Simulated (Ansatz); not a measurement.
Base system: C in the diamond structure (space group Fd-3m, No. 227).

```
CELL_PARAMETERS angstrom
      0.00000     1.78014     1.78014
      1.78014     0.00000     1.78014
      1.78014     1.78014     0.00000
ATOMIC_POSITIONS crystal
  C  0.50000 0.50000 0.50000
  C  0.75000 0.75000 0.75000
```

Cartesian axes are those of the cell as printed.

Level of theory: Kohn–Sham DFT with the r2SCAN functional, run in Ansatz (a first-principles code) with PAW and 500 eV plane waves, no spin-orbit coupling.

Before the change:

```
Item       Result
--------  -------
Band gap  4.36 eV
```

Modification: the cell is compressed by 5.82 % along y with no lateral relaxation, atoms relaxed at fixed cell.

### Question
Predict the new stress.

### Answer
The stress (xx, yy, zz, yz, xz, xy; compression positive) amounts to (10.41, 69.82, 10.41, 0.00, 0.00, 0.00) GPa.

### Question
Estimate the effect on the band gap.

### Answer
The band gap falls by 1.51 eV, from 4.36 eV to 2.85 eV.

The cells carry an imposed strain or load. No phonon test of stability was made.
